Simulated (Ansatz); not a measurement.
Functionals compared on a constructed model of the (110) surface of bcc V, a pseudomorphic layer of Os in the host's stacking (bottom of the slab: a bare face, its two planes held), in Ansatz (plane waves, PAW). The structure was relaxed with PBE; the other rows are single points on it. Cutoff 420 eV (500 eV for r2SCAN).

Set-up: 7 atoms, 13.3 Å thick at the start; mesh 15x15x1; 0.1 eV smearing; dipole correction on; 2 atoms held, the rest relaxed; symmetry of the start imposed; no spin, no spin-orbit, no U. It is one candidate, not shown to be the stable structure of the face. These notes are the PBE run's.

| functional | work function of the top face (eV) | rough cost of the single point |
|---|---|---|
| PBE | 4.88 | – |
| RPBE | 4.74 | around 40 core-seconds (rough) |
| r2SCAN | 4.90 | roughly 70 core-seconds |

Ansatz is an electronic-structure program.
